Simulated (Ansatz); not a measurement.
**GaAs in the zinc blende structure (space group F-43m, No. 216)**

```xyz
2
Lattice="0.0000 2.8728 2.8728 2.8728 0.0000 2.8728 2.8728 2.8728 0.0000" Properties=species:S:1:pos:R:3 pbc="T T T"
As     4.3092     4.3092     4.3092
Ga     0.0000     0.0000     0.0000
```

The values are results of Kohn–Sham DFT with the PBE functional, run in Ansatz (a program for electronic structure) with PAW and 420 eV plane waves, no spin-orbit coupling, not measurements. Γ-centred 10×10×10 mesh, Fermi–Dirac width 0.05 eV.

| Item | Result |
|---|---|
| Volume per atom | 23.71 Å³ |
| Density | 5.07 g/cm³ |
| Band gap | 0.16 eV, direct at Γ |
| Lowest conduction-band minima above the VBM | Γ 0.16 eV; L along ⟨111⟩ 0.87 eV; a point along ⟨100⟩, about 0.9 Å⁻¹ from Γ 1.49 eV |
| Total energy | -4319.930 eV/atom (σ→0; compares only within this code and set-up) |

No phonon test of stability was made. The zero or small gap of GaAs can change with the level of theory.
